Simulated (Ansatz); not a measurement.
Cells marked so need not be the phases stable at ambient conditions, and some may be hypothetical.

The gap is the functional's own. No spin-orbit coupling. Mid-gap values are interpolated on the energy grid.

A. K2GeF6 (P6_3mc, not sure to be the ambient phase, 18 atoms a cell, 14.3 Å³ an atom), along the normal of (101)
B. KZn2BCl2O3 (R32, not sure to be the ambient phase, 9 atoms a cell, 21.8 Å³ an atom, -2 GPa at this level), along the normal of (110)
C. SiGe (P6_3mc, wurtzite, not sure to be the ambient phase, 4 atoms a cell, 21.3 Å³ an atom), along the normal of (110)

Task: Order them by mid-gap decay constant of the slowest evanescent state (highest first) at the level r2SCAN run with Ansatz (a first-principles code).

Result: A (0.57 1/Å), B (0.38 1/Å), C (0.08 1/Å)
